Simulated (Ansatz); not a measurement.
**MgO: element substitutions**

Consider MgO in the rock salt structure (space group Fm-3m, No. 225).

```
CELL_PARAMETERS angstrom
      0.00000     2.12687     2.12687
      2.12687     0.00000     2.12687
      2.12687     2.12687     0.00000
ATOMIC_POSITIONS crystal
  O  0.00000 0.00000 0.00000
  Mg 0.50000 0.50000 0.50000
```

Each row replaces one element on all its sites; cell and atoms are relaxed.

Computed with Ansatz (a program for electronic structure) PBE, no SOC.

Task: Only one of these has no band gap. Which?
A. Mg → Sr
B. Mg → Ca
C. O → F

Result: C, O → F. Computed: O → F: zero; Mg → Ca: 3.66 eV; Mg → Sr: 3.33 eV

Whether these cells are dynamically stable was not tested. As relaxed here, MgF is a hypothetical phase, not in the database extracts checked. The final runs are not spin-polarised. An odd electron count without spin: MgF.
